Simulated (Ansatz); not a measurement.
Consider CdSe in the zinc blende structure (space group F-43m, No. 216; a = 6.1964 Å).

(Cell as relaxed with PBE.)

Levels (all Ansatz, a quantum-chemistry and plane-wave program, PAW, earlier PAW set): PBE (420 eV, no spin-orbit coupling); r2SCAN (500 eV, scalar-relativistic without spin-orbit coupling).

Each level relaxes its own structure.

| base | PBE | r2SCAN |
|---|---|---|
| volume per atom | 29.74 Å³ | 28.84 Å³ |
| lattice parameter a | 6.196 Å | 6.133 Å |
| band gap | 0.49 eV | 1.03 eV |

Now apply this change: a negative pressure, −2 GPa.

| quantity | PBE | r2SCAN |
|---|---|---|
| hole mass (degenerate bands, along [100]) | 0.045, 0.79, 0.79 mₑ (at Γ) | … |
| lattice parameter a | 6.301 Å | … |
| band gap | 0.39 eV | … |

Task: Given the PBE results, estimate those of r2SCAN.

Result: 
- hole mass (degenerate bands, along [100]), r2SCAN: 0.092, 0.74, 0.74 mₑ (at Γ)
- lattice parameter a, r2SCAN: 6.222 Å
- band gap, r2SCAN: 0.94 eV

PBE's lattice parameter a lies 0.079 Å above r2SCAN's (1.3 %); PBE's band gap lies 0.55 eV below r2SCAN's. Neither level is exact; r2SCAN is the comparison here, not a measurement.

Load acts through the strain it causes; cell and atoms are relaxed under it. Masses are band curvatures over ±0.01 Å⁻¹ around the edge. Stability against distortions was not tested.
